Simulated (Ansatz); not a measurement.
# Convergence study of the plane-wave cutoff for YMgNi4 (R3m, 6 atoms in the cell)

```
YMgNi4
1.0
    0.00000     3.48165     3.48165
    3.48165     0.00000     3.48165
    3.48165     3.48165     0.00000
Y Mg Ni
1 1 4
Direct
  0.00415   0.00415   0.00415
  0.25000   0.25000   0.25000
  0.62345   0.62345   0.62345
  0.12965   0.62345   0.62345
  0.62345   0.62345   0.12965
  0.62345   0.12965   0.62345
```
Moments meant for the start (each program seeds them in its own way; μB, in the order of the atoms Y Mg Ni Ni Ni Ni): 0.0 0.0 2.0 2.0 2.0 2.0.

Method of the run: PBEsol, default PAW files made with PBE (plane waves; Ansatz, a first-principles code).

Base settings: basis.ecutwfc = 420 eV; kpoints.mp_grid.grid = 4 4 4; hamiltonian.xc = pbesol; hamiltonian.pseudopotentials = {kind: paw} (the program's default PAW files); magnetization.spin_polarized = true; scf.occupations.method = fermi_dirac; scf.occupations.width = 0.1 eV.

The second cell is the first with its lattice scaled by 0.98.

The mesh stays at the base's, so the ladder's end is converged at best in this setting alone.

The first pressure column holds Ansatz's estimate of the finite-basis (Pulay) stress, which hides part of the cutoff error; the other is without it.

Only quantities that move along the ladder and can be compared are tabulated.

The count of work is k-points × plane waves × bands × iterations; it is no time. Core times come from one kind of shared machine, to one figure; runs under 30 s give none.

The starting cell comes from a database of computed structures (which also holds hypothetical and non-ambient phases and stackings), without a prior relaxation at this level. Its lattice was rescaled by up to half a per cent. One atom was moved a little off its site on purpose. The starting moments vanished: the run ended non-magnetic, which need not be the lowest state. The program warned that a starting moment was not kept. In the base run, with a pressure of about -3 GPa the cell is away from its equilibrium volume at this level.

```tsv
basis.ecutwfc	free energy less the last step's (meV/atom)	energy of the compressed cell less the first (meV/atom)	pressure (GPa)	pressure without the Pulay estimate (GPa)	largest difference of a force vector from the last step's (eV/Å)	count of work / last	core time / last (rough)
145 eV	74026.14	3193.98	111.72	-3011.94	6.993	0.044	–
170 eV	29681.24	489.09	-65.61	-1390.79	2.301	0.059	–
190 eV	14844.76	-366.50	-5.54	-766.82	0.326	0.076	–
210 eV	7204.07	91.97	-7.95	-414.09	0.602	0.080	–
230 eV	3604.07	-66.53	-0.43	-231.36	0.378	0.092	–
250 eV	1708.94	-4.12	-0.53	-124.77	0.113	0.11	–
295 eV	261.37	7.21	-1.02	-28.55	0.024	0.13	–
335 eV	34.07	4.53	-2.95	-7.79	0.018	0.16	–
380 eV	2.84	4.72	-3.16	-3.49	0.002	0.20	–
420 eV	1.50	4.63	-3.18	-3.20	0.000	0.25	–
460 eV	1.06	4.62	-3.18	-3.22	0.000	0.31	–
505 eV	0.64	4.61	-3.18	-3.20	0.000	0.34	0.4
565 eV	0.49	4.59	-3.19	-3.19	0.000	0.43	0.5
630 eV	0.34	4.58	-3.19	-3.20	0.000	0.50	0.6
735 eV	0.11	4.57	-3.19	-3.19	0.000	0.58	0.6
840 eV	0.06	4.57	-3.19	-3.19	0.000	0.75	0.7
1010 eV	0.00	4.57	-3.19	-3.19	0.000	1.0	1
```

Coarsest basis.ecutwfc that holds the energy of the compressed cell less the first within 0.5 meV/atom of the last step, with all finer ones: 335 eV, at 0.16 of the last step's count of work; the step before is off by 2.6 meV/atom.

Coarsest basis.ecutwfc that holds the forces within 0.01 eV/Å of the last step, with all finer ones: 380 eV, at 0.20 of the last step's count of work; the step before is off by 0.018 eV/Å.

Coarsest basis.ecutwfc that holds the pressure within 0.05 GPa of the last step, with all finer ones: 380 eV, at 0.20 of the last step's count of work; the step before is off by 0.24 GPa.

The energy difference between the two cells stays within 1 meV/atom of the last step's from 335 eV on, the total only from 505 eV on: much of the error is common to both cells and cancels.

At the lowest cutoff the pressure without the Pulay estimate lies 3010 GPa under the last step's, the usual sign of Pulay stress in an incomplete plane-wave basis.

Keys are those of Ansatz 0.2.
